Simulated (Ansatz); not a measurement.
Base system: Ru in the diamond structure (space group Fd-3m, No. 227; a = 5.392 Å; a hypothetical phase, not in the database extracts checked; relaxed with 0.1 eV smearing). Axes: x, y, z lie along the cube axes.

Computed with PBEsol/PAW in Ansatz (a first-principles code), scalar-relativistic without spin-orbit coupling.

Modification: every lattice vector is shortened by 1.15 %; the atoms relax in the strained cell.

Question: Predict the stress tensor and what it implies for the stiffness.

Answer: Stress of the strained cell less that of the base (GPa, compression positive):
```
    6.8     0.0     0.0
    0.0     6.8     0.0
    0.0     0.0     6.8
```

Then B = −ΔP/(ΔV/V₀) with ΔV/V₀ = -0.0341 gives secant stiffness values (nonlinear terms included at this strain): B ≈ 201 GPa.

As a check, the harmonic strain energy −½ V₀ Δσ:ε is 14 meV/atom; the computed energy rise is 14 meV/atom.

No phonon test of stability was made. The final runs are not spin-polarised.
